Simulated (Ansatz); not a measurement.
Base system: KBr in the rock salt structure (space group Fm-3m, No. 225; a = 6.608 Å). Axes: x, y, z lie along the cube axes.

Structures relaxed with r2SCAN in Ansatz (plane waves to 500 eV, PAW, no spin-orbit coupling).

Base:

Simulated powder pattern, Cu Kα, λ = 1.54184 Å (kinematic, ideal powder, no thermal factors, no anomalous dispersion; the 8 strongest lines at most, above 2 %, up to 2θ = 90°):

```csv
2θ (°),I/Imax (%),hkl
23.32,20,(111)
26.99,100,(200)
38.53,74,(220)
47.67,26,(222)
55.63,12,(400)
62.90,32,(420)
69.71,23,(422)
88.85,16,(442)
```

Modification: compressive biaxial strain of 0.92 % in the plane normal to [001], as in epitaxy on a mismatched substrate; the out-of-plane cell vector and the atoms relax.

### Question
How do the reflections move or split?

### Answer

Simulated powder pattern, Cu Kα, λ = 1.54184 Å (kinematic, ideal powder, no thermal factors, no anomalous dispersion; the 8 strongest lines at most, above 2 %, up to 2θ = 90°):

```
2θ (°)  I/Imax (%)    hkl
------  ----------  -----
23.44           31  (111)
26.92           52  (002)
27.24          100  (200)
38.67           75  (202)
38.91           37  (220)
47.95           39  (222)
62.90           17  (204)
70.30           23  (422)
```

The indices refer to the base's conventional cell; one index is shown for lines that coincide. The space group is now I4/mmm (No. 139).

No phonon test of stability was made.

Ansatz is an electronic-structure program.
